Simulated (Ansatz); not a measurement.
TiCo3 (Pm-3m, No. 221, 4 atoms in the cell; start COD 1532632)

These are r²SCAN+rVV10 in Ansatz (PAW) values and carry that method's errors.

Run with plane-wave cutoff 560 eV, 16×16×16 k mesh, Fermi–Dirac smearing 0.05 eV, spin-polarised with parallel moments, scalar-relativistic PAW data made under PBE.

Cell (relaxed at this level):

```xyz
4
Lattice="3.5755 0.0000 0.0000 0.0000 3.5755 0.0000 0.0000 0.0000 3.5755" Properties=species:S:1:pos:R:3 pbc="T T T"
Co     0.0000     1.7878     1.7878
Co     1.7878     0.0000     1.7878
Co     1.7878     1.7878     0.0000
Ti     0.0000     0.0000     0.0000
```
Starting moments (μB, in the order of the record's atoms Co Co Co Ti): 3.0 3.0 3.0 0.0.

```yaml
band_gap: none
```

Note: the magnetic order was assumed, not searched for or taken from measurement; the relaxation could not lower the start's symmetry, so the cell can be a saddle point above a distorted one.

Static lattice: no zero-point or thermal effects.

Ansatz is an electronic-structure program.
